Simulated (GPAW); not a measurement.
GPAW 25.7.0, DFT, PBE, plane waves, PAW datasets of gpaw-data 1.0.1: rock-salt TiC (Ti4C4), 8 atoms. Basis and mesh were picked for this test and aren't claimed converged.

```yaml
cell: 4.33, 4.33, 4.33 Å; 90, 90, 90°
task: scf
mode.name: pw
mode.ecut: 500 eV
xc: PBE
k mesh: 6×6×6
kpts.gamma: true
occupations.name: fermi-dirac
occupations.width: 0.1 eV
convergence.density (electrons an electron): 1e-05
maxiter: 150
parallel.band: 1
parallel.sl_auto: false
parallel.augment_grids: true
eigensolver.name: dav (default)
eigensolver.niter: 2 (default)
mixer.backend: pulay (default)
mixer.method: separate (default)
mixer.beta: 0.05 (default)
mixer.nmaxold: 5 (default)
mixer.weight: 50 (default)
convergence.eigenstates (eV² an electron): 4e-08 (default)
convergence.energy (eV an electron): 0.0005 (default)
k-points after symmetry: 20
bands: 43
electrons: 64
plane_waves: 2103
coarse_grid: 24*24*24
symmetry_operations: 48
```

Hardware: AMD EPYC (Zen 5), 96 cores on 1 socket, no SMT, 12 L3 cache groups.

Wall times, medians of two to five repeats, each run alone on the node (launch to exit). Unless noted, each process is bound to its own block of adjacent cores. Build: conda-forge: Open MPI, OpenMP, OpenBLAS, FFTW, ScaLAPACK, ELPA. Other compilers and libraries give other times. Scratch files lie in a memory file system.

Ways to run it:
- 16 ranks, parallel.kpt = 8, parallel.domain = 2
- 4 ranks, parallel.kpt = 4, parallel.domain = 1
- 96 ranks, parallel.kpt = 12, parallel.domain = 8
- 24 ranks, parallel.kpt = 12, parallel.domain = 2

Task: How does the memory of the whole job compare between these ways of running it?

Result: Most: 96 ranks, parallel.kpt = 12, parallel.domain = 8, 8.7 GiB; least: 4 ranks, parallel.kpt = 4, parallel.domain = 1, 0.60 GiB (peak over all processes with shared segments and scratch files, sampled up to once a second, or the high-water mark of the largest process where that is more).

| way | memory in all | wall time |
|---|---|---|
| 4 ranks, parallel.kpt = 4, parallel.domain = 1 | 0.60 GiB | 14 s |
| 16 ranks, parallel.kpt = 8, parallel.domain = 2 | 1.9 GiB | 7.1 s |
| 24 ranks, parallel.kpt = 12, parallel.domain = 2 | 2.8 GiB | 5.7 s |
| 96 ranks, parallel.kpt = 12, parallel.domain = 8 | 8.7 GiB | 5.8 s |
